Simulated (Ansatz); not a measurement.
**Effective masses and thermopower of ZnO under load (space group P6_3mc)**

```
ZnO
1.0
    3.26354     0.00000     0.00000
   -1.63177     2.82631     0.00000
    0.00000     0.00000     5.15886
Zn O
2 2
Direct
  0.33333   0.66667   0.99529
  0.66667   0.33333   0.49529
  0.33333   0.66667   0.37971
  0.66667   0.33333   0.87971
```

All values below come from PBE with spin-orbit coupling, rigid bands (plane waves, PAW; Ansatz, a program for electronic structure). Condition of this run: biaxial stress in the c plane of -2.2 GPa (compression positive) (the target of the relaxation). Cell: cell and atoms relaxed with PBEsol, then loaded as said.

| Property | Value |
|---|---|
| band gap | 0.80 eV |
| electron conductivity mass (300 K, dilute) | 0.165 (x), 0.165 (y), 0.170 (z) mₑ |
| hole conductivity mass (300 K, dilute) | 1.83 (x), 1.83 (y), 2.9 (z) mₑ |
| effective density of states N_c (300 K) | 1.6e18 cm⁻³ |
| effective density of states N_v (300 K) | 7.7e19 cm⁻³ |
| density-of-states mass, electrons | 0.162 mₑ |
| density-of-states mass, holes | 2.1 mₑ |
| Seebeck coefficient, n-type 1e19 cm⁻³, 300 K | -98 μV/K |
| best n-type power factor at 300 K for τ = 10 fs (best axis; densities from 1e16 to 1e21 cm⁻³ tried, whether or not they can be reached) | 1.48 μW/(cm·K²) at 3e18 cm⁻³ |
| Seebeck coefficient, p-type 1e19 cm⁻³, 300 K | 437 μV/K |

Rigid bands; masses and Seebeck coefficients take one relaxation time τ for all states and one kind of carrier; polarons and phonon drag are left out. Geometry: cell and atoms relaxed with PBEsol.
